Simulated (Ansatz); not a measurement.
Start from CdS in the zinc blende structure (space group F-43m, No. 216).

```yaml
crystal:
  lattice:
    - [0.00000, 2.87831, 2.87831]
    - [2.87831, 0.00000, 2.87831]
    - [2.87831, 2.87831, 0.00000]
  atoms:
    - { symbol: Cd, position: [0.00000, 0.00000, 0.00000] }
    - { symbol: S, position: [0.25000, 0.25000, 0.25000] }
```

Cartesian axes are those of the cell as printed.

Level of theory: Kohn–Sham DFT with the LDA functional, run in Ansatz (a quantum-chemistry and plane-wave program) with PAW and 420 eV plane waves, scalar-relativistic without spin-orbit coupling.

Strains are applied to the cell and any free atomic positions relax.

One change was made to it. Results:

```csv
quantity,base,after
energy relative to the base (free energy F),0 meV/atom,+1.4 meV/atom
"valence-band top at Γ (three highest levels, from the VBM)","0.00, 0.00, 0.00 eV","0.00, 0.00, -0.05 eV"
band gap,0.95 eV,0.90 eV
shortest interatomic distance,4.710 bohr,4.734 bohr
```

### Question
Which of these changes matches the shifts?
(A) uniaxial strain ε_zz = −2.50 %
(B) uniaxial strain ε_zz = −2.00 %
(C) uniaxial strain ε_zz = −0.50 %
(D) uniaxial strain ε_zz = +1.50 %
(E) uniaxial strain ε_zz = +3.00 %

### Answer
D, uniaxial strain ε_zz = +1.50 %. For comparison, the band gap in the other runs: uniaxial strain ε_zz = −2.50 % gives 0.95 eV; uniaxial strain ε_zz = −0.50 % gives 0.95 eV; uniaxial strain ε_zz = −2.00 % gives 0.95 eV; uniaxial strain ε_zz = +3.00 % gives 0.85 eV.

No phonon test of stability was made.
